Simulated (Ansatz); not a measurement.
Input:

```xyz
1
Lattice="-1.5692 1.5692 1.5692 1.5692 -1.5692 1.5692 1.5692 1.5692 -1.5692" Properties=species:S:1:pos:R:3 pbc="T T T"
W      0.0000     0.0000     0.0000
```

The numbers are results of PBEsol with spin-orbit coupling, rigid bands (plane waves, PAW; Ansatz, an electronic-structure program), not measurements. Condition of this run: hydrostatic pressure 5 GPa with spin-orbit coupling (the target of the relaxation). Cell: cell and atoms relaxed with PBEsol, then loaded as said.

For narrow interconnects the product ρ₀λ of bulk resistivity and mean free path ranks metals, the lower the better. What is it here?

9.2 ×10⁻¹⁶ Ω·m².

And the Drude plasma energy and the root-mean-square Fermi velocity at 300 K?

7.2 eV; 8.9e5 m/s.

A metal at this level (no band gap); rigid bands, thermally averaged at 300 K, both spins. τ is one relaxation time for all states; the product of resistivity and mean free path takes one path for all states instead.
